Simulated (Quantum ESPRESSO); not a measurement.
**Quick settings and what they miss: HfZrFe4 (F-43m, 6 atoms in the cell)**

Self-consistent single point.

```
CELL_PARAMETERS angstrom
      0.00000     3.56333     3.56333
      3.56333     0.00000     3.56333
      3.56333     3.56333     0.00000
ATOMIC_POSITIONS crystal
  Zr 0.25000 0.25000 0.25000
  Hf 0.00000 0.00000 0.00000
  Fe 0.62518 0.62518 0.12446
  Fe 0.62518 0.12446 0.62518
  Fe 0.62518 0.62518 0.62518
  Fe 0.12446 0.62518 0.62518
```
Moments meant for the start (each program seeds them in its own way; μB, in the order of the atoms Zr Hf Fe Fe Fe Fe): 1.0 1.0 4.0 4.0 4.0 4.0.

Computed with LDA (PZ), PSlibrary PAW (LDA) pseudopotentials (plane waves; Quantum ESPRESSO).

Base settings: ecutwfc = 55 Ry; ecutrho = 330 Ry; occupations = smearing; smearing = methfessel-paxton; degauss = 0.0073499 Ry; nspin = 2; K_POINTS = automatic 6 6 6 0 0 0; conv_thr = 1e-09 Ry; mixing_beta = 0.5.

Tight run (finer mesh or higher cutoff; not a proven limit): ecutwfc: 55 Ry → 77 Ry; ecutrho: 330 Ry → 462 Ry; conv_thr: 1e-09 Ry → 7.3e-11 Ry; K_POINTS: automatic 6 6 6 0 0 0 → automatic 9 9 9 0 0 0. It gave Fermi level (on the code's own zero) 13.44 eV; pressure -21.23 GPa; largest force (vector length) 0.027 eV/Å; size of the cell's spin moment 6.29 μB; site moments (μB, in the program's spheres or projections) Zr -0.31, Hf -0.27, Fe 1.81, Fe 1.81, Fe 1.81, Fe 1.81.

Quick runs, as changes from the base:
- A: the base itself
- B: ecutwfc: 55 Ry → 38 Ry; ecutrho: 330 Ry → 228 Ry; degauss: 0.0073499 Ry → 0.019992 Ry; conv_thr: 1e-09 Ry → 7.3e-05 Ry; K_POINTS: automatic 6 6 6 0 0 0 → automatic 8 8 8 0 0 0
- C: ecutwfc: 55 Ry → 28 Ry; ecutrho: 330 Ry → 168 Ry; pseudopotentials: {Zr: Zr.pz-spn-kjpaw_psl.1.0.0.UPF, Hf: Hf.pz-spn-kjpaw_psl.1.0.0.UPF, Fe: Fe.pz-n-kjpaw_psl.1.0.0.UPF} → {Zr: Zr.pbe-spn-kjpaw_psl.1.0.0.UPF, Hf: Hf.pbe-spn-kjpaw_psl.1.0.0.UPF, Fe: Fe.pbe-n-kjpaw_psl.1.0.0.UPF}; K_POINTS: automatic 6 6 6 0 0 0 → automatic 4 4 4 0 0 0; input_dft: default → pbesol [PBEsol]

Energies are extrapolated to zero smearing width, which holds to low order in the width alone (under cold and Methfessel-Paxton smearing the free energy itself is taken).

Dashes: pressure of B, not trusted under this conv_thr with d or f elements; energy of C, another energy zero.

† marks runs with another functional, U, potentials or spin treatment: their distance from the tight run is not a convergence error alone.

The count of work is k-points × plane waves × bands × iterations; it is no time. Core times come from one kind of shared machine and are given to one figure; runs under 30 s give none.

The starting cell comes from a database of computed structures (which also holds hypothetical and non-ambient phases and stackings), without a prior relaxation at this level. Its lattice was rescaled by a random factor within 2.5 % of one. The magnetic order is the one reached from the typed start; others were not searched systematically. In the base run, with a pressure of about -21 GPa the cell is away from its equilibrium volume at this level.

| run | energy less tight (meV/atom) | pressure less tight (GPa) | size of the net moment less tight (μB/atom) | count of work / tight | core time / tight (rough) |
|---|---|---|---|---|---|
| A | 4.7 | -0.05 | 0.01 | 0.22 | 0.3 |
| B | 60.7 | – | 0.00 | 0.12 | 0.2 |
| C† | – | -15.36 | -0.05 | 0.050 | 0.2 |

Among the runs at the tight run's level, the energy misses run from 4.7 to 60.7 meV/atom.

Left out of this page: 3 runs of the series outside the window shown, repeating another row's setting, or not comparable.
